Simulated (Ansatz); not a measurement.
WSi2 under a change: uniaxial strain ε_xx = −2.50 %

The parent structure is WSi2 (space group I4/mmm, No. 139; a = 3.202 Å, c = 7.818 Å; relaxed with 0.1 eV smearing). Axes: x, y, z lie along a, b, c of the conventional cell.

Modification: the cell is compressed by 2.50 % along x with no lateral relaxation, atoms relaxed at fixed cell.

Level of theory: Ansatz (a quantum-chemistry and plane-wave program), PBEsol, PAW, cutoff 420 eV, spin-orbit coupling left out. Settings: 25×25×25 k-points, 0.1 eV Fermi–Dirac smearing.

```json
[
 {"quantity": "space group", "base": "I4/mmm (No. 139)", "changed": "Immm (No. 71)", "shift": "–"},
 {"quantity": "energy relative to the base (free energy F)", "base": "0 meV/atom", "changed": "+12 meV/atom", "shift": "+12 meV/atom"},
 {"quantity": "pressure (mean of the normal stresses, compression positive)", "base": "0.0 GPa", "changed": "6.0 GPa", "shift": "+6.0 GPa"},
 {"quantity": "band gap", "base": "zero", "changed": "zero", "shift": "–"},
 {"quantity": "stress (xx, yy, zz, yz, xz, xy; compression positive)", "base": "–", "changed": "(11.7, 3.5, 2.8, 0.0, 0.0, 0.0) GPa", "shift": "–"}
]
```

Final structure:

```xyz
3
Lattice="-1.5612 1.6012 3.9089 1.5612 -1.6012 3.9089 1.5612 1.6012 -3.9089" Properties=species:S:1:pos:R:3 pbc="T T T"
Si     0.0000     0.0000     5.2060
Si     0.0000     0.0000     2.6117
W      0.0000     0.0000     0.0000
```

Cost of the whole job for the changed cell (relaxation, final SCF and bands): about 5 core-minutes (a rough figure).

Stability against distortions was not tested. The final runs are not spin-polarised.
